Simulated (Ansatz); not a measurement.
**GaN: pressure series**

The reference is GaN in the wurtzite structure (space group P6_3mc, No. 186; a = 3.2186 Å, c = 5.2435 Å).

Cell and atoms are relaxed at each pressure.

The values are results of Ansatz (a first-principles code) PBE, spin-orbit coupling left out, earlier PAW set, not measurements.

```tsv
pressure (GPa)	volume per atom (Å³/atom)
-2	11.902
0	11.761
3	11.565
7	11.328
15	10.921
30	10.317
50	?
75	9.140
100	8.694
```

Problem. Fit the third-order Birch–Murnaghan form P(V) = (3B₀/2)[(V₀/V)^(7/3) − (V₀/V)^(5/3)]·[1 + (3/4)(B₀′ − 4)((V₀/V)^(2/3) − 1)] (squares taken in P) to the rows shown and predict the withheld row.

Solution. Least squares on the printed values gives V₀ = 11.760 Å³/atom, B₀ = 173 GPa, B₀′ = 4.2; this predicts 9.710 Å³/atom, and the run gives 9.712 Å³/atom, 0.002 higher.

Load acts through the strain it causes; cell and atoms are relaxed under it. Whether these cells are dynamically stable was not tested. Measured, GaN leaves this structure (for rock salt) near 47 GPa (temperature not stated; as listed in Datta, Sujoy, Jana, Debnarayan, arXiv (2020)), on rising pressure, with hysteresis.
